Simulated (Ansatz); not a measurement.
We consider CsCl-type NiTi (cubic form, which distorts at low temperature), described by r²SCAN-D4 in Ansatz (PAW).

Run with plane-wave cutoff 560 eV, 18×18×18 k mesh, Fermi–Dirac smearing 0.05 eV, spin-polarised start, scalar-relativistic PAW data made under PBE.

Cell (relaxed at this level):

```cif
data_NiTi
_chemical_formula_sum 'Ti1 Ni1'
_space_group_name_H-M_alt 'Pm-3m'
_space_group_IT_number 221
_space_group_name_Hall '-P 4 2 3'
_cell_length_a 2.98193
_cell_length_b 2.98193
_cell_length_c 2.98193
_cell_angle_alpha 90.000
_cell_angle_beta 90.000
_cell_angle_gamma 90.000
loop_
_atom_site_label
_atom_site_type_symbol
_atom_site_symmetry_multiplicity
_atom_site_Wyckoff_symbol
_atom_site_fract_x
_atom_site_fract_y
_atom_site_fract_z
_atom_site_occupancy
Ti1 Ti 1 b 0.50000 0.50000 0.50000 1
Ni1 Ni 1 a 0.00000 0.00000 0.00000 1
```

Problem. What does this level give for the bulk modulus B0 and pressure derivative B′ of the bulk modulus?

Solution. 
bulk modulus B0: 175 GPa
pressure derivative B′ of the bulk modulus: 4.3

The run finds no gap.

Note: the starting moments vanished in the run, and other orders were not tried; symmetry holds this phase in the static calculation, where it need not be a minimum; the relaxation could not lower the start's symmetry, so the cell can be a saddle point above a distorted one.

Static lattice: no zero-point or thermal effects.

Cost on a shared machine: around 60 core-minutes (rough).

Ansatz is a program for electronic structure.
